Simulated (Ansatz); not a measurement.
What biaxial strain −2.72 %, plane normal [001], relaxed out of plane does to IrO2

Base system: IrO2 in the rutile structure (space group P4_2/mnm, No. 136; a = 4.4718 Å, c = 3.1536 Å). Axes: x, y, z lie along a, b, c of the conventional cell.

Now apply this change: compressive biaxial strain of 2.72 % in the plane normal to [001], as in epitaxy on a mismatched substrate; the out-of-plane cell vector and the atoms relax.

Calculations: PBEsol (Ansatz, a quantum-chemistry and plane-wave program), no spin-orbit coupling. Γ-centred 11×11×15 mesh, Fermi–Dirac width 0.05 eV.

- Volume per atom = 10.12 Å³ (base 10.51 Å³)
- Space group = P4_2/mnm (No. 136) (base P4_2/mnm (No. 136))
- Pressure (mean of the normal stresses, compression positive) = 9.8 GPa (base 0.0 GPa)
- Band gap = zero (base zero)
- Out-of-plane strain = +1.72 % (rough)
- Mean in-plane stress (compression positive) = +14.7 GPa (rough)

Final structure (turned so that z lies along the plane normal):

```
CELL_PARAMETERS angstrom
      4.35017     0.00000     0.00000
      0.00000     4.35017     0.00000
      0.00000     0.00000     3.20787
ATOMIC_POSITIONS crystal
  Ir 0.00000 0.00000 0.00000
  Ir 0.50000 0.50000 0.50000
  O  0.31198 0.31198 0.00000
  O  0.81198 0.18802 0.50000
  O  0.18802 0.81198 0.50000
  O  0.68802 0.68802 0.00000
```

Cost of the whole job for the changed cell (relaxation, final SCF and bands): roughly 100 core-seconds.

Without a gap, meshes like the base's 11×11×15 leave anisotropic stresses uncertain by several tenths of a GPa, and small strain energies with them. Whether these cells are dynamically stable was not tested. No Hubbard U is applied, and correlation can decide whether such a compound is a metal. The final runs are not spin-polarised.
